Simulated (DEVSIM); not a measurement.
System: abrupt Si n-p junction, at 300 K.

```
layer (left to right)  material  thickness (μm)  Nd (cm⁻³)  Na (cm⁻³)  τn (s)  τp (s)
---------------------  --------  --------------  ---------  ---------  ------  ------
1                            Si            41.0     2.6e17          -  2.7e-5  2.7e-5
2                            Si           0.490          -       3e16  2.7e-5  2.7e-5
```

Left contact: ohmic. Right contact: ohmic. Voltage is applied to the left contact. Recombination: SRH at mid-gap, radiative. Mobility is μmin + (μ − μmin)/(1 + (N/Nref)^α).

This is a model device: material constants are rounded textbook-type values typed into the input, and sizes, dopings and lifetimes were drawn at random. Values at 300 K.

```tsv
parameter	Si
gap (eV)	1.124
affinity (eV)	4.05
permittivity	11.7
Nc (cm⁻³)	2.86e19
Nv (cm⁻³)	3.1e19
μn (cm²/Vs)	1417
μp (cm²/Vs)	470
μn,min	52
μp,min	45
Nref,n	9.7e16
Nref,p	2.2e17
αn	0.68
αp	0.72
B (cm³/s)	4.7e-15
```

Simulated with DEVSIM: 1D drift-diffusion, Boltzmann statistics, complete ionisation; no tunnelling, impact ionisation, image-force lowering or self-heating.

**Question.** Tabulate band edges, carrier densities and field at zero bias.

**Answer.** Energies count from the Fermi level of the right contact; mesh points crowd at the junctions.

```tsv
x (μm)	Ec (eV)	Ev (eV)	n (cm⁻³)	p (cm⁻³)	field (V/cm)
0.000	0.122	-1.002	2.6e17	450	≈ 0
0.03028	0.122	-1.002	2.6e17	450	≈ 0
0.09873	0.122	-1.002	2.6e17	450	≈ 0
0.2534	0.122	-1.002	2.6e17	450	≈ 0
0.8102	0.122	-1.002	2.6e17	450	≈ 0
1.862	0.122	-1.002	2.6e17	450	≈ 0
4.238	0.122	-1.002	2.6e17	450	≈ 0
12.28	0.122	-1.002	2.6e17	450	≈ 0
25.60	0.122	-1.002	2.6e17	450	≈ 0
34.20	0.122	-1.002	2.6e17	450	≈ 0
38.00	0.122	-1.002	2.6e17	450	≈ 0
40.02	0.122	-1.002	2.6e17	450	≈ 0
40.58	0.122	-1.002	2.6e17	450	≈ 0
40.83	0.122	-1.002	2.6e17	450	≈ 0
40.96	0.123	-1.001	2.5e17	470	1500
40.99	0.194	-0.930	1.6e16	7400	62000
41.02	0.378	-0.746	1.3e13	8900000	71000
41.07	0.675	-0.449	1.3e8	9.0e11	48000
41.22	0.943	-0.181	4200	2.8e16	800
41.37	0.945	-0.179	3900	3.0e16	≈ 0
41.45	0.945	-0.179	3900	3.0e16	≈ 0
41.49	0.945	-0.179	3900	3.0e16	≈ 0
```
